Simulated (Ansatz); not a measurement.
Take MgB2 (space group P6/mmm, No. 191; a = 3.063 Å, c = 3.500 Å) as the base.

Computed with Ansatz (a first-principles code), PBEsol, PAW, cutoff 420 eV, without spin-orbit coupling.

One change was made to it. Results:

```
quantity                 base     after
-------------------  --------  --------
c/a ratio               1.143     1.130
lattice parameter a  306.3 pm  302.6 pm
```

### Question
Name the change that was made.
(A) pressure 7.5 GPa
(B) pressure 0.7 GPa
(C) pressure 1.5 GPa
(D) pressure −1 GPa

### Answer
A, pressure 7.5 GPa. For comparison, the lattice parameter a in the other runs: pressure 1.5 GPa gives 305.5 pm; pressure 0.7 GPa gives 305.9 pm; pressure −1 GPa gives 306.9 pm.

Load acts through the strain it causes; cell and atoms are relaxed under it. Stability against distortions was not tested. No other phases were tried under pressure. The final runs are not spin-polarised.
